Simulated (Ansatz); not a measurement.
## TiSi2: point defects

Take an 18-atom supercell of TiSi2 (space group Cmcm, No. 63; a = 3.5149 Å, b = 13.3480 Å, c = 3.5571 Å) at its relaxed geometry as the base.

One neutral defect a cell, atoms relaxed at fixed cell.

Method: PBEsol (Ansatz, a quantum-chemistry and plane-wave program; PAW; 420 eV plane waves; without spin-orbit coupling).

Candidates:
(a) H interstitial (started 1.67 Å from the nearest host atom)
(b) Ti on a Si site (antisite)
(c) Pt on a Si site

Base values:

```
Item        Value
--------  -------
Pressure  0.0 GPa
```

Question: Order them by pressure, highest first.

Answer: (c) Pt on a Si site (3.9 GPa), (b) Ti on a Si site (antisite) (3.2 GPa), (a) H interstitial (started 1.67 Å from the nearest host atom) (2.0 GPa)

In so small a cell the defect repeats every few ångströms: this is an ordered compound, not a dilute defect. All final runs are without spin polarisation.
